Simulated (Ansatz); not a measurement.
Pressure series in WSi2

The parent structure is WSi2 (space group I4/mmm, No. 139).

```
WSi2
1.0
   -1.61472     1.61472     3.93387
    1.61472    -1.61472     3.93387
    1.61472     1.61472    -3.93387
W Si
1 2
Cartesian
  0.00000   0.00000   0.00000
  0.00000   0.00000   2.63235
  0.00000   0.00000   5.23538
```

Cell and atoms are relaxed at each pressure.

Level of theory: Kohn–Sham DFT with the PBE functional, run in Ansatz (a first-principles code) with PAW and 420 eV plane waves, spin-orbit coupling left out, earlier PAW set.

```tsv
pressure (GPa)	volume per atom (Å³/atom)
-2	13.805
-1	13.739
0	13.676
3	13.494
7	13.270
30	?
50	11.631
75	11.014
100	10.521
```

Question: Fit the third-order Birch–Murnaghan form P(V) = (3B₀/2)[(V₀/V)^(7/3) − (V₀/V)^(5/3)]·[1 + (3/4)(B₀′ − 4)((V₀/V)^(2/3) − 1)] (squares taken in P) to the rows shown and predict the withheld row.

Answer: Least squares on the printed values gives V₀ = 13.675 Å³/atom, B₀ = 220 GPa, B₀′ = 4.2; this predicts 12.268 Å³/atom, and the run gives 12.265 Å³/atom, 0.003 lower.

Load acts through the strain it causes; cell and atoms are relaxed under it. Whether these cells are dynamically stable was not tested. Competing high-pressure phases were not computed. The final runs are not spin-polarised.
